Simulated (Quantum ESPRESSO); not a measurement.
Input and output of a self-consistent single point for YFe2 (Fd-3m, 6 atoms in the cell) (Quantum ESPRESSO).

Method of the run: LDA (PZ), PSlibrary PAW (LDA) pseudopotentials (plane waves; Quantum ESPRESSO 7.5).

The change in words: lattice scaled by 0.98. Reference geometry:
```
YFe2
1.0
   -3.67459     0.00000     3.67459
    0.00000     3.67459     3.67459
   -3.67459     3.67459     0.00000
Y Fe
2 4
Cartesian
 -1.83729   1.83729   1.83729
  0.00000   0.00000   0.00000
 -4.59324   4.59324   4.59324
 -2.75594   4.59324   2.75594
 -2.75594   2.75594   4.59324
 -4.59324   2.75594   2.75594
```
Moments meant for the start (each program seeds them in its own way; μB, in the order of the atoms Y Y Fe Fe Fe Fe): 1.0 1.0 4.0 4.0 4.0 4.0.

Reference input (self-consistent single point, DFT, LDA (PZ), plane waves, PSlibrary PAW (LDA) pseudopotentials): ecutwfc = 55 Ry; ecutrho = 385 Ry; occupations = smearing; smearing = gaussian; degauss = 0.019992 Ry; nspin = 2; potentials = {Y: Y.pz-spn-kjpaw_psl.1.0.0.UPF, Fe: Fe.pz-n-kjpaw_psl.1.0.0.UPF}; K_POINTS = automatic 5 5 5 0 0 0; conv_thr = 1e-10 Ry; mixing_beta = 0.3. This run's input differs from it in these lines:

```diff
@@ -10,3 +10,3 @@
  ibrav = 2
- celldm(1) = 13.88793744
+ celldm(1) = 13.61017794
  nat = 6
@@ -30,8 +30,8 @@
 ATOMIC_POSITIONS angstrom
-Y    -1.83729500    1.83729500    1.83729500
+Y    -1.80054900    1.80054900    1.80054900
 Y     0.00000000    0.00000000    0.00000000
-Fe   -4.59323750    4.59323750    4.59323750
-Fe   -2.75594250    4.59323750    2.75594250
-Fe   -2.75594250    2.75594250    4.59323750
-Fe   -4.59323750    2.75594250    2.75594250
+Fe   -4.50137250    4.50137250    4.50137250
+Fe   -2.70082350    4.50137250    2.70082350
+Fe   -2.70082350    2.70082350    4.50137250
+Fe   -4.50137250    2.70082350    2.70082350
 K_POINTS automatic
```

Log, with long lists cut:

```
     Self-consistent Calculation

     iteration #  1     ecut=    55.00 Ry     beta= 0.30

     Threshold (ethr) on eigenvalues was too large:
     Diagonalizing with lowered threshold

     total energy              =   -1098.71618528 Ry
     estimated scf accuracy    <       0.47509118 Ry

     total magnetization       =     8.81 Bohr mag/cell
     absolute magnetization    =     9.27 Bohr mag/cell

     iteration #  2     ecut=    55.00 Ry     beta= 0.30

     total energy              =   -1098.79869439 Ry
     estimated scf accuracy    <       0.32575471 Ry

     total magnetization       =     7.79 Bohr mag/cell
   [... lines left out ...]
     estimated scf accuracy    <          1.3E-10 Ry

     total magnetization       =     5.71 Bohr mag/cell
     absolute magnetization    =     7.36 Bohr mag/cell

     iteration # 32     ecut=    55.00 Ry     beta= 0.30

     Magnetic moment per site  (integrated on atomic sphere of radius R)
     atom   1 (R=0.171)  charge=  8.9567  magn= -0.2008
     atom   2 (R=0.171)  charge=  8.9567  magn= -0.2008
     atom   3 (R=0.146)  charge=  6.6117  magn=  1.6201
     atom   4 (R=0.146)  charge=  6.6117  magn=  1.6201
     atom   5 (R=0.146)  charge=  6.6117  magn=  1.6201
     atom   6 (R=0.146)  charge=  6.6117  magn=  1.6201
     End of self-consistent calculation

     the Fermi energy is    12.8098 ev

!    total energy              =   -1098.91526566 Ry
     estimated scf accuracy    <          1.5E-12 Ry
     smearing contrib. (-TS)   =      -0.01550104 Ry
     internal energy E=F+TS    =   -1098.89976462 Ry

     total magnetization       =     5.71 Bohr mag/cell
     absolute magnetization    =     7.36 Bohr mag/cell

     convergence has been achieved in  32 iterations

     Forces acting on atoms (cartesian axes, Ry/au):

     atom    1 type  1   force =    -0.00000000    0.00000000   -0.00000000
   [... zero for the other atoms too ...]

     Total force =     0.000000     Total SCF correction =     0.000000

          total   stress  (Ry/bohr**3)                   (kbar)     P=      -97.55
  -0.00066312  -0.00000000  -0.00000000          -97.55       -0.00       -0.00
  -0.00000000  -0.00066312   0.00000000           -0.00      -97.55        0.00
  -0.00000000   0.00000000  -0.00066312           -0.00        0.00      -97.55

   JOB DONE.
```

The run converged in 32 iterations. Against the reference run the free energy goes down by 74.0 meV/atom, the pressure goes from -14.74 to -9.75 GPa and the size of the net moment goes from 1.05 to 0.95 μB/atom.

The starting cell comes from a database of computed structures (which also holds hypothetical and non-ambient phases and stackings), without a prior relaxation at this level. For this run, on top of that: lattice scaled by 0.98. The magnetic order is the one reached from the typed start; others were not searched systematically. With a pressure of about -10 GPa the cell is away from its equilibrium volume at this level.

Cost on one core of a shared machine: roughly 4 min.
